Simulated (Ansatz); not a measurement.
Results of LDA (plane waves, PAW; Ansatz, an electronic-structure program) for WTe₂ (P6₃/mmc, No. 194, 6 atoms in the cell; start mp-1019322; a measured phase of this formula has another space group).

Settings: plane-wave cutoff 520 eV, 12×12×4 k mesh (along the axes of the cell as run), Fermi–Dirac smearing 0.01 eV, no spin polarisation, scalar-relativistic PAW data made under PBE.

Cell (relaxed with PBE-D3(BJ)):

```yaml
crystal:
  lattice:
    - [3.50009, 0.00000, 0.00000]
    - [-1.75005, 3.03117, 0.00000]
    - [0.00000, 0.00000, 13.73616]
  atoms:
    - { symbol: Te, position: [0.33333, 0.66667, 0.88289] }
    - { symbol: Te, position: [0.66667, 0.33333, 0.11711] }
    - { symbol: Te, position: [0.66667, 0.33333, 0.38289] }
    - { symbol: Te, position: [0.33333, 0.66667, 0.61711] }
    - { symbol: W, position: [0.33333, 0.66667, 0.25000] }
    - { symbol: W, position: [0.66667, 0.33333, 0.75000] }
```

Q: Give the computed band gap, smallest direct gap on the k points sampled and direct gap at Γ.

A: 
* **band gap**: 0.67 eV
* **smallest direct gap on the k points sampled**: 1.05 eV
* **direct gap at Γ**: 2.94 eV

Note: cell and atoms aren't relaxed at this level (pressure -2.8 GPa).

Spin–orbit coupling is not included; with these elements it can move the gap by several tenths of an eV or more.

The computed numbers hold no vibrational or temperature effects.

A start named mp-… is a Materials Project structure, which need not be a measured phase.
